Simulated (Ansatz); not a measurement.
Levels about the gap of amorphous Ti20O42Hf (63 atoms in a cell of 775 Å³, 3.88 g/cm³; zone centre alone, so wide bands show as single levels with stretches between that a denser mesh fills), at the geometry that PBE relaxed, where it gives 1.9 GPa on a denser mesh. Exact exchange is cut at the faces of this small cell, which leaves a finite-size error. The participation number counts the atoms over which a state spreads; weights are charges in smoothed Voronoi cells. The levels come from a single point, so bond lengths are those of that geometry. Method of the levels: HSE06, scalar-relativistic without spin-orbit coupling (Ansatz, a quantum-chemistry and plane-wave program). Sampling: the zone centre alone; Fermi-Dirac width 0.02 eV; no spin polarisation.

A CHGNet melt-quench gave the starting glass, which DFT then relaxed. O atoms were pushed apart under 1.9 Å during the dynamics, to hinder bonds among them. The hot cell started wider than the set density and was brought back towards it in steps. It is the lowest in DFT energy of 2 quenches. It is a model cell: composition and starting density were chosen by hand, and all elements were melted together. No dispersion term was used. Its density started from a set value of 3.88 and ended at 3.88 g/cm³. The simulated quench (nominally 240 K/ps over its main leg) is rapid and tends to freeze in more defects than a deposited or slowly cooled glass has. A cell of this size samples the disorder only roughly. The volume was held where the preparation left it and the shape relaxed, at a PBE pressure of 1.9 GPa. Stress components on the final sampling reach 2.0 GPa.

| E - E(highest filled), eV | filling | participation number | largest on | weight O | weight Ti | weight Hf |
|---|---|---|---|---|---|---|
| -0.27 | filled | 21.9 | O, 3 neighbours | 0.94 | 0.06 | 0.00 |
| -0.20 | filled | 23.0 | O, 3 neighbours | 0.94 | 0.06 | 0.00 |
| -0.15 | filled | 17.7 | O, 3 neighbours | 0.95 | 0.05 | 0.00 |
| -0.15 | filled | 22.3 | O, 3 neighbours | 0.93 | 0.06 | 0.00 |
| -0.10 | filled | 22.2 | O, 3 neighbours | 0.95 | 0.05 | 0.00 |
| -0.06 | filled | 22.2 | O, 3 neighbours | 0.94 | 0.05 | 0.00 |
| 0.00 | filled | 17.7 | O, 3 neighbours | 0.95 | 0.05 | 0.00 |
| 4.40 | empty | 12.8 | Ti, 5 neighbours | 0.20 | 0.80 | 0.00 |
| 4.50 | empty | 16.9 | Ti, 6 neighbours | 0.19 | 0.81 | 0.00 |
| 4.60 | empty | 16.3 | Ti, 6 neighbours | 0.19 | 0.81 | 0.00 |
| 4.66 | empty | 20.6 | Ti, 6 neighbours | 0.19 | 0.81 | 0.00 |
| 4.69 | empty | 16.2 | Ti, 5 neighbours | 0.18 | 0.81 | 0.00 |
| 4.70 | empty | 13.1 | Ti, 4 neighbours | 0.17 | 0.82 | 0.00 |
| 4.77 | empty | 21.1 | Ti, 4 neighbours | 0.20 | 0.80 | 0.00 |

Most localised among these is the empty level at +4.40 eV, on a Ti atom, which has 5 neighbours (O 1.79 Å, O 1.86 Å, O 1.95 Å, O 1.96 Å, O 2.04 Å).
